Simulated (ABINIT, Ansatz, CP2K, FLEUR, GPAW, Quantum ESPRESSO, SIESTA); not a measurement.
# Mg₂Zn (Cmcm, 6 atoms in the cell) computed with different codes at matched settings

Self-consistent single point.

```
CELL_PARAMETERS angstrom
      4.75342    -2.51125     0.00000
      4.75342     2.51125     0.00000
      0.00000     0.00000     4.73874
ATOMIC_POSITIONS crystal
  Mg 0.35113 0.95921 0.75000
  Mg 0.64887 0.04079 0.25000
  Mg 0.95921 0.35113 0.25000
  Mg 0.04079 0.64887 0.75000
  Zn 0.67546 0.32454 0.75000
  Zn 0.32454 0.67546 0.25000
```

All programs got the same cell, k-point mesh and kind of occupations (in Ansatz's words: kpoints.mp_grid.grid = 5 5 5; scf.occupations.method = gaussian; scf.occupations.width = 0.272 eV); potentials, basis and cutoffs are each program's usual ones.

| code | model | pressure (GPa) | largest force (eV/Å) | k-points | cutoff |
|---|---|---|---|---|---|
| CP2K | PBEsol, GPW, DZVP-MOLOPT-SR-GTH basis, GTH-PBE potentials (GTH_POTENTIALS) | 1.86 | 0.136 | 63 | grid 1000 Ry |
| Quantum ESPRESSO | PBEsol, GBRV 1.5 ultrasoft (PBESOL) pseudopotentials | -0.18 | 0.035 | 27 | 50 Ry |
| ABINIT | PBEsol, PAW (JTH v2.0 PBE PAW, files made for PBE) | 0.01 | 0.037 | 27 | 60 Ry |
| GPAW | PBEsol, GPAW PAW datasets PBEsol (made by gpaw-setup) | 0.09 | 0.033 | 27 | 850 eV |
| Ansatz | PBEsol, PAW files made with PBE | 0.04 | 0.036 | 27 | default |
| FLEUR | PBEsol, all-electron FLAPW (FLEUR), scalar-relativistic valence | – | 0.034 | 27 | Kmax 4.1 1/bohr |
| SIESTA | GGA PBEsol, numerical atomic orbitals DZP, PseudoDojo PBEsol standard norm-conserving potentials (rewritten from UPF to PSML) | -0.87 | 0.163 | 63 | grid 300 Ry |

Size of the force on each atom (eV/Å): Sizes of forces hide their directions.

```json
[
 {"code": "CP2K", "Mg1": "0.136", "Mg2": "0.136", "Mg3": "0.136", "Mg4": "0.136", "Zn5": "0.048", "Zn6": "0.048"},
 {"code": "Quantum ESPRESSO", "Mg1": "0.035", "Mg2": "0.035", "Mg3": "0.035", "Mg4": "0.035", "Zn5": "0.006", "Zn6": "0.006"},
 {"code": "ABINIT", "Mg1": "0.037", "Mg2": "0.037", "Mg3": "0.037", "Mg4": "0.037", "Zn5": "0.003", "Zn6": "0.003"},
 {"code": "GPAW", "Mg1": "0.033", "Mg2": "0.033", "Mg3": "0.033", "Mg4": "0.033", "Zn5": "0.003", "Zn6": "0.003"},
 {"code": "Ansatz", "Mg1": "0.036", "Mg2": "0.036", "Mg3": "0.036", "Mg4": "0.036", "Zn5": "0.004", "Zn6": "0.004"},
 {"code": "FLEUR", "Mg1": "0.034", "Mg2": "0.034", "Mg3": "0.034", "Mg4": "0.034", "Zn5": "0.006", "Zn6": "0.006"},
 {"code": "SIESTA", "Mg1": "0.049", "Mg2": "0.049", "Mg3": "0.049", "Mg4": "0.049", "Zn5": "0.163", "Zn6": "0.163"}
]
```

A dash marks a value that a program does not give, or that is left out as unsure.

The spread over the programs that give each value: pressure within 2.73 GPa; largest force within 0.130 eV/Å.

The starting cell comes from a database of computed structures (which also holds hypothetical and non-ambient phases and stackings), without a prior relaxation at this level.

Question: Why do the programs differ, and what cannot be compared?

Answer: Differences of this kind can come from the potentials, where these differ, and from what each basis and cutoff leave unconverged. The valence holds different numbers of electrons (CP2K 64, Quantum ESPRESSO 80, ABINIT 64, GPAW 64, Ansatz (a program for electronic structure) 64, FLEUR 64, SIESTA 80). The zero of total energies and Fermi levels follows the potentials and each program's conventions, so they are not compared here. CP2K and SIESTA use small atom-centred bases, whose incompleteness enters pressures, forces and empty levels differently from a plane-wave cutoff. FLEUR treats all electrons, but the usual bases taken here (sphere radii, linearisation, local orbitals, empty states) were not tested for convergence, so the values are no reference for the others. Ansatz's pressure is given at a fixed set of plane waves, as the other plane-wave codes print theirs; with its correction for the finite basis it is 0.08 GPa. The programs reduce the same mesh by symmetry to different extents, which changes the work and not the result. In the pressure, CP2K (by 1.83) lies more than 1 GPa from the median of the plane-wave programs. In the force vectors, CP2K (by 0.171) and SIESTA (by 0.167) lie more than 0.08 eV/Å from the median of the plane-wave programs.

Left out of this page: Elk (not drawn, or without a comparable value).

Keys are those of Ansatz 0.2.
